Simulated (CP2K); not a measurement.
Band structure of SrYMg6 (Amm2, 8 atoms in the cell).

```
CELL_PARAMETERS angstrom
      5.26014     0.00000     0.00000
      0.00000     6.83580     0.00000
      0.00000     3.15617     6.06356
ATOMIC_POSITIONS crystal
  Sr 0.00000 0.59812 0.59812
  Y  0.50000 0.90393 0.90393
  Mg 0.50000 0.38620 0.94212
  Mg 0.50000 0.94212 0.38620
  Mg 0.50000 0.40582 0.40582
  Mg 0.00000 0.10925 0.57149
  Mg 0.00000 0.57149 0.10925
  Mg 0.00000 0.08308 0.08308
```

Computed with LDA (Pade form), GPW, TZVP-MOLOPT-SR-GTH basis, GTH-PADE potentials (GTH_POTENTIALS) run with CP2K.

Settings: CUTOFF = 500 Ry; REL_CUTOFF = 50 Ry; SMEAR/METHOD = FERMI_DIRAC; ELECTRONIC_TEMPERATURE = 1160.45 K; KPOINTS/SCHEME = MONKHORST-PACK 4 3 3; GAMMA_CENTERED = T; XC_FUNCTIONAL = PADE; Sr/BASIS_SET = TZVP-MOLOPT-SR-GTH-q10; Sr/POTENTIAL = GTH-PADE-q10; Y/BASIS_SET = TZVP-MOLOPT-SR-GTH-q11; Y/POTENTIAL = GTH-PADE-q11; Mg/BASIS_SET = TZVP-MOLOPT-SR-GTH-q2; Mg/POTENTIAL = GTH-PADE-q2; METHOD = GPW.

The starting cell comes from a database of computed structures (which also holds hypothetical and non-ambient phases and stackings), without a prior relaxation at this level. Values carry the incompleteness of an atom-centred basis.

Levels in eV from the Fermi level, bands 13 to 18:
```tsv
point	13	14	15	16	17	18
Γ	-1.74	-1.65	-1.08	-0.67	0.18	0.61
X	-1.07	-0.75	-0.49	0.12	0.28	0.47
S	-0.80	-0.54	-0.18	0.07	0.19	0.35
R	-1.73	-1.73	-1.28	-1.20	0.17	0.43
A	-2.77	-2.72	-0.27	-0.12	0.15	0.20
Z	-1.52	-1.50	-0.66	-0.52	-0.45	-0.37
Y	-0.59	-0.51	-0.26	0.06	0.07	0.28
X1	-1.07	-0.75	-0.49	0.12	0.28	0.47
A1	-2.77	-2.72	-0.27	-0.12	0.15	0.20
T	-1.97	-1.94	-1.33	-1.27	0.34	0.76
```

Bands cross the Fermi level along this path, so the cell is metallic at this level.

Higher empty bands are left out: an atom-centred basis made for the valence describes them poorly.
